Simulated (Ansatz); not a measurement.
Consider WC (space group P-6m2, No. 187; relaxed with 0.1 eV smearing).

```xyz
2
Lattice="2.8843 0.0000 0.0000 -1.4422 2.4979 0.0000 0.0000 0.0000 2.8115" Properties=species:S:1:pos:R:3 pbc="T T T"
W      0.0000     0.0000     0.0000
C      0.0000     1.6653     1.4058
```

Cartesian axes are those of the cell as printed.

Method: LDA/PAW in Ansatz (a first-principles code), spin-orbit coupling left out.

For the base:

The pressure comes out as 0.0 GPa and the shortest interatomic distance comes out as 2.179 Å. The band gap is zero.

Modification: uniaxial strain ε_zz = −3.00 %, all other strain components held at zero; the atoms relax in the strained cell.

**Question.** What does the calculation give for the energy relative to the base, pressure, shortest interatomic distance and band gap after the change?

**Answer.** The energy rises by 31 meV/atom; the pressure (mean of the normal stresses, compression positive) goes from zero to 15.6 GPa; the shortest interatomic distance shrinks by 0.027 Å to 2.152 Å; the band gap is still zero.

Stability against distortions was not tested. The final runs are not spin-polarised.
